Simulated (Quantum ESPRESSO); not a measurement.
Quantum ESPRESSO is run on DyAl (Pm-3m, 2 atoms in the cell), and the run fails. The aim is a self-consistent single point with DFT, LDA (PZ), plane waves, SSSP 1.1.2 efficiency (PBE) pseudopotentials.

Cell that was meant: a = 3.5836 Å, b = 3.5836 Å, c = 3.5836 Å, α = 90.00°, β = 90.00°, γ = 90.00°.

Part of the input:

```fortran
  occupations = 'smearing',
  smearing = 'gaussian',
  degauss = 0.0073499,
  nbnd = 12,
  nspin = 2,
  starting_magnetization(1) = 0.250,
  input_dft = 'pz',
```

The program printed (abridged):

```
     Self-consistent Calculation

     iteration #  1     ecut=    50.00 Ry     beta= 0.30

     total energy              =    -795.73472970 Ry
     estimated scf accuracy    <       5.16783785 Ry

     total magnetization       =     1.00 Bohr mag/cell
     absolute magnetization    =     2.00 Bohr mag/cell

     iteration #  2     ecut=    50.00 Ry     beta= 0.30

     total energy              =    -797.36692336 Ry
     estimated scf accuracy    <      59.71423907 Ry

     total magnetization       =     0.19 Bohr mag/cell
     absolute magnetization    =     0.32 Bohr mag/cell

   [... lines left out ...]
     c_bands:  1 eigenvalues not converged
     c_bands:  1 eigenvalues not converged
     c_bands:  1 eigenvalues not converged
     c_bands:  1 eigenvalues not converged
   [... 26 lines left out ...]
     c_bands:  2 eigenvalues not converged
     c_bands:  3 eigenvalues not converged
     c_bands:  2 eigenvalues not converged
     c_bands:  3 eigenvalues not converged

     total energy              =    -799.11083934 Ry
     estimated scf accuracy    <       0.00000005 Ry

     total magnetization       =     1.00 Bohr mag/cell
     absolute magnetization    =     2.63 Bohr mag/cell
     End of self-consistent calculation

     convergence NOT achieved after 100 iterations: stopping

   JOB DONE.
```

Problem. What is wrong, and how is it fixed?

Solution. The fault is too few bands. The band count has to hold all valence electrons, and a smeared run needs empty bands on top for the tail of the occupations. To fix it, raise the band count or leave it to the default. The run ended unconverged after 100 iterations.

An input that runs soundly differs in these lines (not the only fix; some lines may just follow from the change or write a value another way):
```diff
-  nbnd = 12,
```

With that input, the run converged in 22 iterations: free energy E − TS -10875.4225 eV; Fermi level (on the code's own zero) 11.09 eV; pressure -3.94 GPa; size of the cell's spin moment 4.69 μB; site moments (μB, in the program's spheres or projections) Dy 4.70, Al -0.03 (DFT, LDA (PZ), plane waves, SSSP 1.1.2 efficiency (PBE) pseudopotentials).

On the sound input: the starting cell comes from a database of computed structures (which also holds hypothetical and non-ambient phases and stackings), without a prior relaxation at this level. Spin-orbit coupling is off. With one magnetic atom in the cell only a parallel order is possible. With U or open f shells several self-consistent states can exist. The f electrons are in the valence without U or exact exchange, which can misplace them near the Fermi level. Spin-orbit terms, which matter for f shells, are left out. With a pressure of about -4 GPa the cell is away from its equilibrium volume at this level.
